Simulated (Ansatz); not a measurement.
The parent structure is Ta in the bcc (W type) structure (space group Im-3m, No. 229; relaxed with 0.1 eV smearing).

```
CELL_PARAMETERS angstrom
     -1.62703     1.62703     1.62703
      1.62703    -1.62703     1.62703
      1.62703     1.62703    -1.62703
ATOMIC_POSITIONS crystal
  Ta 0.00000 0.00000 0.00000
```

Cartesian axes are those of the cell as printed.

Calculations: Ansatz (a first-principles code) LDA, no spin-orbit coupling.

Base values:

* **Pressure**: 0.0 GPa

Now apply this change: biaxial strain +2.00 %, plane normal [001], relaxed out of plane (Cartesian); in-plane vectors clamped, the third vector and the atoms free.

Problem. Estimate the effect on the pressure and ratio −ε⊥/ε∥.

Solution. The pressure (mean of the normal stresses, compression positive) goes from zero to -3.2 GPa; the ratio −ε⊥/ε∥ comes out as 1.17.

Stability against distortions was not tested. The final runs are not spin-polarised.
